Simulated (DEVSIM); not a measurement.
Device: isotype n-n heterojunction InP/In0.53Ga0.47As, at 400 K.

Layer 1 from the left is InP, thickness (μm) 1.50, Nd (cm⁻³) 5.1e16, τn (s) 3.9e-10, τp (s) 3.9e-10. Layer 2 from the left is In0.53Ga0.47As, thickness (μm) 0.100, Nd (cm⁻³) 3.3e15, τn (s) 3.9e-10, τp (s) 3.9e-10.

Left contact: ohmic. Right contact: ohmic. Voltage is applied to the left contact. Recombination: SRH at mid-gap, Auger. Mobility is constant in doping.

This is a model device: material constants are rounded textbook-type values typed into the input, and sizes, dopings and lifetimes were drawn at random. Values at 300 K; Nc and Nv go as T^1.5, mobilities as T to minus their exponent, the gap by Varshni's rule with the affinity fixed.

InP: gap (eV) 1.344, affinity (eV) 4.38, permittivity 12.5, Nc (cm⁻³) 5.7e17, Nv (cm⁻³) 1.1e19, μn (cm²/Vs) 5200, μp (cm²/Vs) 170, T exponent of μn 2, T exponent of μp 2, Cn (cm⁶/s) 9e-31, Cp (cm⁶/s) 9e-31, Varshni α (eV/K) 0.000363, Varshni β (K) 162. In0.53Ga0.47As: gap (eV) 0.74, affinity (eV) 4.51, permittivity 13.9, Nc (cm⁻³) 2.1e17, Nv (cm⁻³) 7.7e18, μn (cm²/Vs) 12000, μp (cm²/Vs) 300, T exponent of μn 1.6, T exponent of μp 1.6, Cn (cm⁶/s) 5e-29, Cp (cm⁶/s) 5e-29, Varshni α (eV/K) 0.00035, Varshni β (K) 190.

Model (solved in DEVSIM): 1D drift-diffusion, Boltzmann statistics, complete ionisation; no tunnelling, impact ionisation, image-force lowering or self-heating. Band offsets follow the typed affinities; no thermionic-emission limit at abrupt steps, no polarisation charge.

Problem. What does the simulation give for the potential step across the device at zero bias?

Solution. potential step across the device at zero bias 0.190 V.
